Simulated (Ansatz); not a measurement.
Results of LDA (PAW; Ansatz, a program for electronic structure) for As2O3 (Fd-3m, No. 227).

Numerical settings: plane-wave cutoff 520 eV, 6×6×6 k mesh, perturbation theory, scalar-relativistic PAW data made under PBE.

Computed at the level's own relaxed cell.

Question: What does this level give for the high-frequency dielectric constant and static dielectric constant?

Answer: 
high-frequency dielectric constant: 3.82
static dielectric constant: 6.59

Note: the relaxation could not lower the start's symmetry, so the cell can be a saddle point above a distorted one; the volume lies 12 % below that of the published cell.
